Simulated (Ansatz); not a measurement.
Pressure series in Sn

Consider Sn (space group I4_1/amd, No. 141).

```cif
data_Sn2
_chemical_formula_sum 'Sn2'
_space_group_name_H-M_alt 'P 1'
_space_group_IT_number 1
_cell_length_a 4.41642
_cell_length_b 4.41642
_cell_length_c 4.41642
_cell_angle_alpha 97.344
_cell_angle_beta 97.344
_cell_angle_gamma 138.102
loop_
_space_group_symop_operation_xyz
  'x, y, z'
loop_
_atom_site_label
_atom_site_type_symbol
_atom_site_fract_x
_atom_site_fract_y
_atom_site_fract_z
_atom_site_occupancy
Sn1 Sn 0.75000 0.25000 0.50000 1
Sn2 Sn 0.00000 0.00000 0.00000 1
```

Cell and atoms are relaxed at each pressure.

Method: PBEsol (Ansatz, a quantum-chemistry and plane-wave program; PAW; 420 eV plane waves; spin-orbit coupling left out).

```json
[
 {"case": "base", "c/a ratio": "0.541", "shortest interatomic distance": "3.021 Å", "density": "7.34 g/cm³"},
 {"case": "pressure −2 GPa", "c/a ratio": "0.541", "shortest interatomic distance": "3.062 Å", "density": "7.05 g/cm³"},
 {"case": "pressure −1 GPa", "c/a ratio": "0.541", "shortest interatomic distance": "3.041 Å", "density": "7.20 g/cm³"},
 {"case": "pressure 1.8 GPa", "c/a ratio": "0.542", "shortest interatomic distance": "2.991 Å", "density": "…"},
 {"case": "pressure 4.2 GPa", "c/a ratio": "0.542", "shortest interatomic distance": "2.957 Å", "density": "7.82 g/cm³"},
 {"case": "pressure 9 GPa", "c/a ratio": "0.541", "shortest interatomic distance": "2.903 Å", "density": "8.27 g/cm³"},
 {"case": "pressure 18 GPa", "c/a ratio": "0.541", "shortest interatomic distance": "…", "density": "8.94 g/cm³"},
 {"case": "pressure 30 GPa", "c/a ratio": "0.540", "shortest interatomic distance": "2.759 Å", "density": "9.66 g/cm³"},
 {"case": "pressure 45 GPa", "c/a ratio": "0.540", "shortest interatomic distance": "2.694 Å", "density": "…"},
 {"case": "pressure 60 GPa", "c/a ratio": "0.539", "shortest interatomic distance": "…", "density": "10.98 g/cm³"}
]
```

**Question.** Complete the table.

**Answer.** 
- pressure 1.8 GPa, density: 7.56 g/cm³
- pressure 18 GPa, shortest interatomic distance: 2.829 Å
- pressure 45 GPa, density: 10.38 g/cm³
- pressure 60 GPa, shortest interatomic distance: 2.644 Å

Load acts through the strain it causes; cell and atoms are relaxed under it. Stability against distortions was not tested. Measured, Sn leaves this structure (for a body-centred tetragonal phase) near 8 GPa (temperature not stated; as listed in Olga Degtyareva, NATO science for peace and security series. B, Physics and biophysics (2010)).
